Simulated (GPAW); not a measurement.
Worked example: self-consistent single point of HfAu (P4/nmm, 4 atoms in the cell) in GPAW.

Computed with LDA (Perdew-Wang 92), GPAW PAW datasets LDA (gpaw-data 1.0.1) (plane waves; GPAW).

```yaml
crystal:
  lattice:
    - [3.48386, 0.00000, 0.00000]
    - [0.00000, 3.48386, 0.00000]
    - [0.00000, 0.00000, 6.32052]
  atoms:
    - { symbol: Hf, position: [0.00000, 0.50000, 0.85158] }
    - { symbol: Hf, position: [0.50000, 0.00000, 0.14842] }
    - { symbol: Au, position: [0.00000, 0.50000, 0.37143] }
    - { symbol: Au, position: [0.50000, 0.00000, 0.62857] }
```

Reference input (self-consistent single point, DFT PBEsol, plane waves, GPAW PAW datasets PBEsol (made by gpaw-setup)): mode = pw; ecut = 600 eV; xc = PBEsol; kpts = 8 8 4; mesh shift (steps) = 0 0 0; occupations.name = methfessel-paxton; occupations.width = 0.1 eV; occupations.order = 0; nbands = -12; convergence.forces = 0.001 eV/Å; symmetry.symmorphic = false; symmetry.tolerance = 0.0005. This run's input differs from it in these lines:

```diff
@@ -15,3 +15,3 @@
 calc = GPAW(mode=PW(600),
-            xc='PBEsol',
+            xc='LDA',
             kpts={'size': (8, 8, 4), 'gamma': True},
```

Its files differ too (potentials: GPAW PAW datasets LDA (gpaw-data 1.0.1)).

Output, abridged:

```
     iter     time        total  log10-change:
                         energy   eigst   dens  force
iter:   1 --:--:--   -31.332836
iter:   2 --:--:--   -29.857974   -1.60  -1.20
iter:   3 --:--:--   -28.332761   -1.26  -1.27
iter:   4 --:--:--   -27.935424   -1.64  -1.41
iter:   5 --:--:--   -27.797622   -1.81  -1.60
iter:   6 --:--:--   -27.772305   -2.77  -2.01
iter:   7 --:--:--   -27.770083   -2.50  -2.00
iter:   8 --:--:--   -27.765867c  -2.91  -2.54
iter:   9 --:--:--   -27.758448c  -2.98  -2.51
iter:  10 --:--:--   -27.756934c  -4.04  -2.68
iter:  11 --:--:--   -27.756903c  -5.54  -3.40
iter:  12 --:--:--   -27.756895c  -5.37  -3.42
iter:  13 --:--:--   -27.756885c  -5.90  -3.58
iter:  14 --:--:--   -27.756877c  -6.45  -3.76
iter:  15 --:--:--   -27.756864c  -6.35  -3.93
iter:  16 --:--:--   -27.756863c  -6.91  -4.10c
iter:  17 --:--:--   -27.756863c  -7.52c -4.19c
iter:  18 --:--:--   -27.756863c  -6.60  -4.25c
iter:  19 --:--:--   -27.756863c  -7.98c -4.64c -1.97
iter:  20 --:--:--   -27.756862c  -8.49c -4.67c -2.90
iter:  21 --:--:--   -27.756862c  -7.93c -4.79c -2.62
iter:  22 --:--:--   -27.756863c  -8.29c -5.23c -3.05c
Converged after 22 iterations.

Dipole moment: (-0.000000, 0.000000, -0.000000) |e|*Ang

Energy contributions relative to reference atoms: (reference = -1851909.802847)

Kinetic:        -24.879481
Potential:      +18.464571
External:        +0.000000
XC:             -20.798008
Entropy (-ST):   -0.015874
Local:           -0.536008
SIC:             +0.000000
--------------------------
Free energy:    -27.764800
Extrapolated:   -27.756863

Showing only first 2 kpts
 Kpt  Band  Eigenvalues  Occupancy
  0    21      9.15036    2.00000
  0    22     11.17955    0.00000
  0    23     11.17955    0.00000
  0    24     12.08091    0.00000

  1    21      9.24298    2.00000
  1    22     11.30517    0.00000
  1    23     11.30517    0.00000
  1    24     12.04634    0.00000

Fermi level: 10.09369

No gap
No difference between direct/indirect transitions
Energy (eV): -27.756863

Forces in eV/Ang:
  0 Hf    0.00000    0.00000   -0.05691
  1 Hf    0.00000    0.00000    0.05691
  2 Au   -0.00000    0.00000   -0.03705
  3 Au   -0.00000    0.00000    0.03705

Stress tensor:
     0.037376     0.000000     0.000000
     0.000000     0.037376     0.000000
     0.000000     0.000000     0.039571
Stress (GPa, Voigt): [5.9882 5.9882 6.34   0.     0.     0.    ]
```

The run converged in 22 iterations. GPAW prints stress with tension positive. Against the reference run the pressure goes from -1.81 to -6.11 GPa and the largest force goes from 0.040 to 0.057 eV/Å.

The starting cell comes from a database of computed structures (which also holds hypothetical and non-ambient phases and stackings), without a prior relaxation at this level. With a pressure of about -6 GPa the cell is away from its equilibrium volume at this level.

Cost on one core of a shared machine: roughly 60 s.
